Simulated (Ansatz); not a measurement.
Ti: response to strain

The parent structure is Ti in the hcp (Mg type) structure (space group P6_3/mmc, No. 194; a = 2.936 Å, c = 4.640 Å; relaxed with 0.1 eV smearing).

Strains are applied to the cell and any free atomic positions relax.

Computed with Ansatz (an electronic-structure program) r2SCAN, no spin-orbit coupling.

Notes on the quantities. pressure: mean of the normal stresses, compression positive.

```csv
isotropic strain (%),pressure (GPa)
0,0.0
0.5,-1.7
1,-3.3
1.5,?
2,-6.2
2.5,-7.6
3,-8.9
```

**Question.** Fit P = P₀ − Bδ + Cδ² with δ = (1 + ε)³ − 1 to the rows shown and predict the withheld row.

**Answer.** Least squares on the printed values gives P₀ = 0.0 GPa, B = 113 GPa (at held cell shape), C = 188 GPa (largest residual 0.0 GPa); this predicts -4.8 GPa, and the run gives -4.8 GPa, in agreement.

Whether these cells are dynamically stable was not tested. All final runs are without spin polarisation.
